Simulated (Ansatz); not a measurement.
A computed series for HfO2: response to strain

Start from HfO₂ (space group P4_2/nmc, No. 137; a = 3.605 Å, c = 5.265 Å). Axes: x, y, z lie along a, b, c of the conventional cell.

Strains are applied to the cell and any free atomic positions relax; under stress the whole cell relaxes.

Levels (all Ansatz, a quantum-chemistry and plane-wave program, PAW, earlier PAW set): PBE (420 eV, no spin-orbit coupling); PBEsol (420 eV, no spin-orbit coupling).

The base cell above is that of PBE; each level relaxes its own structures.

Notes on the quantities. energy relative to the base: free energy F.

```json
[
 {"case": "isotropic strain +2.40 %", "energy relative to the base, PBE": "+31 meV/atom", "energy relative to the base, PBEsol": "+34 meV/atom"},
 {"case": "uniaxial strain ε_zz = −1.69 %", "energy relative to the base, PBE": "+2.9 meV/atom", "energy relative to the base, PBEsol": "+3.3 meV/atom"},
 {"case": "uniaxial stress, 8 GPa tension along z", "energy relative to the base, PBE": "+12 meV/atom", "energy relative to the base, PBEsol": "+9.0 meV/atom"}
]
```

The two levels differ by at most about 3.5 meV/atom. They put the cases in the same order.

Beyond what the load breaks, stability against distortions was not tested. This is not the structure that HfO2 has at room temperature and ambient pressure.
